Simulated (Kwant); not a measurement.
Device: GaAs/Al0.3Ga0.7As stack with 2 barriers. One parabolic valley. Leads of mass 0.067 mₑ with the band edge at 0; grid 0.1 nm; bias swept from 0.0096 to 0.36 V, dropping linearly over the stack. Emitter Fermi level 0.045 eV, 4 K, equal in the collector.

```
layer  thickness (nm)  band offset (eV)  mass (mₑ)
-----  --------------  ----------------  ---------
1                 3.3              0.24      0.092
2                 8.4                 0      0.067
3                 4.3              0.24      0.092
```

Constants are typed, rounded textbook-type inputs, not results; the design itself was drawn at random and stands for no fabricated device.

Model: one-band effective-mass tight-binding model in one dimension, coherent, no space charge, current by the Tsu-Esaki formula (Kwant).

Sweep values stay those of the base run.

The thickness of the first barrier was swept, all else fixed.

```json
[
 {"thickness of the first barrier (nm)": "2", "J (A/cm²) at bias = 0.2633 V": "123000", "J (A/cm²) at bias = 0.3600 V": "105000", "J (A/cm²) at bias = 0.1788 V": "2890"},
 {"thickness of the first barrier (nm)": "2.6", "J (A/cm²) at bias = 0.2633 V": "105000", "J (A/cm²) at bias = 0.3600 V": "32700", "J (A/cm²) at bias = 0.1788 V": "1460"},
 {"thickness of the first barrier (nm)": "3.3", "J (A/cm²) at bias = 0.2633 V": "65000", "J (A/cm²) at bias = 0.3600 V": "10100", "J (A/cm²) at bias = 0.1788 V": "688"},
 {"thickness of the first barrier (nm)": "4", "J (A/cm²) at bias = 0.2633 V": "32400", "J (A/cm²) at bias = 0.3600 V": "3640", "J (A/cm²) at bias = 0.1788 V": "340"},
 {"thickness of the first barrier (nm)": "4.6", "J (A/cm²) at bias = 0.2633 V": "15900", "J (A/cm²) at bias = 0.3600 V": "1650", "J (A/cm²) at bias = 0.1788 V": "192"}
]
```

From the first row to the last the J at bias = 0.2633 V goes from 123000 to 15900. From the first row to the last the J at bias = 0.3600 V goes from 105000 to 1650.
